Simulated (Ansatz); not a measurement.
WIr (Pmma, No. 51, 4 atoms in the cell; start mp-30744), treated with PBEsol in Ansatz (plane waves, PAW).

Run with plane-wave cutoff 520 eV, 12×20×12 k mesh (along the axes of the cell as run), Fermi–Dirac smearing 0.05 eV, no spin polarisation, scalar-relativistic PAW data made under PBE.

Cell (relaxed at this level):

```
IrW
1.0
    4.44033     0.00000     0.00000
    0.00000     2.75703     0.00000
    0.00000     0.00000     4.80695
Ir W
2 2
Cartesian
  1.11008   1.37852   1.55633
  3.33025   1.37852   3.25063
  1.11008   0.00000   3.97773
  3.33025   0.00000   0.82922
```

Q: Predict the bulk modulus.

A: 
- bulk modulus: 363 GPa

Note: the run has no spin polarisation, so it can have missed a magnetic state; the bulk modulus is −V dP/dV from two relaxed cells at ±2 % in volume; the relaxation could not lower the start's symmetry, so the cell can be a saddle point above a distorted one.

Spin–orbit coupling is not included.

The computed numbers hold no vibrational or temperature effects.

A start named mp-… is a Materials Project structure, which need not be a measured phase.

Ansatz is a quantum-chemistry and plane-wave program.
